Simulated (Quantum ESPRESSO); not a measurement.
Quantum ESPRESSO run on Ti₃Ag (Pm-3m, 4 atoms in the cell): self-consistent single point.

Level of theory: PBEsol, PseudoDojo standard norm-conserving (PBESOL) pseudopotentials (plane waves; Quantum ESPRESSO 7.5).

```yaml
crystal:
  lattice:
    - [4.09881, 0.00000, 0.00000]
    - [0.00000, 4.09881, 0.00000]
    - [0.00000, 0.00000, 4.09881]
  atoms:
    - { symbol: Ti, position: [0.50000, 0.50000, 0.00000] }
    - { symbol: Ti, position: [0.00000, 0.50000, 0.50000] }
    - { symbol: Ti, position: [0.50000, 0.00000, 0.50000] }
    - { symbol: Ag, position: [0.00000, 0.00000, 0.00000] }
```

Reference input (self-consistent single point, DFT, PBEsol, plane waves, PseudoDojo standard norm-conserving (PBESOL) pseudopotentials): ecutwfc = 85 Ry; occupations = smearing; smearing = gauss; degauss = 0.0099958 Ry; potentials = {Ti: Ti.upf, Ag: Ag.upf}; K_POINTS = automatic 6 6 6 0 0 0; conv_thr = 1e-10 Ry. This run's input differs from it in these lines:

```diff
@@ -29,3 +29,3 @@
 K_POINTS {automatic}
-6 6 6  0 0 0
+7 7 7  0 0 0
 CELL_PARAMETERS {angstrom}
```

Output, abridged:

```
     Self-consistent Calculation

     iteration #  1     ecut=    85.00 Ry     beta= 0.70

     total energy              =    -664.61573792 Ry
     estimated scf accuracy    <       1.35856912 Ry

     iteration #  2     ecut=    85.00 Ry     beta= 0.70

     total energy              =    -665.11523827 Ry
     estimated scf accuracy    <       4.35347018 Ry

     iteration #  3     ecut=    85.00 Ry     beta= 0.70

     total energy              =    -665.50066996 Ry
     estimated scf accuracy    <       0.28956674 Ry

   [... 8 blocks of this kind left out ...]

     iteration # 12     ecut=    85.00 Ry     beta= 0.70

     total energy              =    -665.58129649 Ry
     estimated scf accuracy    <          3.9E-10 Ry

     iteration # 13     ecut=    85.00 Ry     beta= 0.70
     End of self-consistent calculation

     the Fermi energy is    14.2807 ev

!    total energy              =    -665.58129649 Ry
     estimated scf accuracy    <          3.5E-11 Ry
     smearing contrib. (-TS)   =      -0.00539531 Ry
     internal energy E=F+TS    =    -665.57590119 Ry

     convergence has been achieved in  13 iterations

     Forces acting on atoms (cartesian axes, Ry/au):

     atom    1 type  1   force =     0.00000000    0.00000000    0.00000000
   [... zero for the other atoms too ...]

     Total force =     0.000000     Total SCF correction =     0.000000

          total   stress  (Ry/bohr**3)                   (kbar)     P=      -51.79
  -0.00035208   0.00000000   0.00000000          -51.79        0.00        0.00
   0.00000000  -0.00035208   0.00000000            0.00      -51.79        0.00
   0.00000000   0.00000000  -0.00035208            0.00        0.00      -51.79

   JOB DONE.
```

The run converged in 13 iterations. Against the reference run the free energy goes up by 1.2 meV/atom and the pressure hardly changes (-5.22 to -5.18 GPa).

The starting cell comes from a database of computed structures (which also holds hypothetical and non-ambient phases and stackings), without a prior relaxation at this level. Spin polarisation is off. With a pressure of about -5 GPa the cell is away from its equilibrium volume at this level.

Cost on one core of a shared machine: roughly 50 s.
